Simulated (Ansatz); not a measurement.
**NbC2 (model structure, started from the YC2 type, I4/mmm, No. 139, 3 atoms in the cell): properties by level of theory**

```
level (code)     lattice constant a (Å)  c axis length (Å)  bulk modulus B0 (GPa)
---------------  ----------------------  -----------------  ---------------------
PBE (Ansatz)                      3.201              5.886                    222
PBEsol (Ansatz)                   3.159              5.857                    248
r²SCAN (Ansatz)                   3.205              5.871                    227
```

Caveats: the bulk modulus is −V dP/dV from two relaxed cells at ±2 % in volume (PBE, PBEsol, r²SCAN). Ansatz's density-functional and Hartree–Fock values are scalar-relativistic unless marked +SOC, with PAW data made under PBE.

The computed numbers hold no vibrational or temperature effects.

A model structure was made by putting elements into a prototype or built by hand; it is no filed structure, need not be a known phase, and can be a saddle point held by its symmetry.

Ansatz is a program for electronic structure.
